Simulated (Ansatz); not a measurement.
Structures of equal composition on the (100) surface of rock-salt TiC: Nb on all Ti sites of the second plane; Nb on all Ti sites of the top plane. The slabs share one bottom face, and each structure is named by its start. These are constructed structures in small cells; real faces may alloy, dewet or reconstruct in larger ones, and not all known structures of the face are among them. Slabs of about 10 Å, Fermi-Dirac smearing of 0.1 eV. Bottom of the slabs: a bare face, its two planes held. Relaxed from the named starts with such symmetry as they have, on meshes of like density; energies extrapolated to zero smearing; spin only where a row says so; no spin-orbit coupling, no U. Brackets mark spin-polarised runs, whose order is one that fits the cell.

Level of theory: r2SCAN, at the PBE geometry (plane waves to 500 eV, PAW; Ansatz, a program for electronic structure).

### Question
Put the candidates in order of energy per 1x1 cell, lowest first, for r2SCAN, at the PBE geometry.

### Answer
Nb on all Ti sites of the top plane (0.000 eV), Nb on all Ti sites of the second plane (0.307 eV)
